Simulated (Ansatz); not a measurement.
Base system: Rh in the fcc (Cu type) structure (space group Fm-3m, No. 225; relaxed with 0.1 eV smearing).

```
Rh
1.0
    0.00000     1.87756     1.87756
    1.87756     0.00000     1.87756
    1.87756     1.87756     0.00000
Rh
1
Cartesian
  0.00000   0.00000   0.00000
```

Cartesian axes are those of the cell as printed.

Method: LDA (Ansatz, an electronic-structure program), no spin-orbit coupling.

Base values:

| Item | Result |
|---|---|
| Volume per atom | 13.24 Å³ |
| Pressure | 0.0 GPa |

Perturbation: biaxial strain −0.42 %, plane normal [111], relaxed out of plane (Cartesian); in-plane vectors clamped, the third vector and the atoms free.

Q: Estimate the effect on the energy relative to the base.

A: The energy increases by 1.0 meV/atom.

Q: Estimate the effect on the volume per atom.

A: The volume per atom drops by 0.08 Å³ (13.24 Å³ → 13.16 Å³).

Q: What happens to the pressure?

A: The pressure (mean of the normal stresses, compression positive) goes from zero to 2.0 GPa.

Whether these cells are dynamically stable was not tested. The final runs are not spin-polarised.
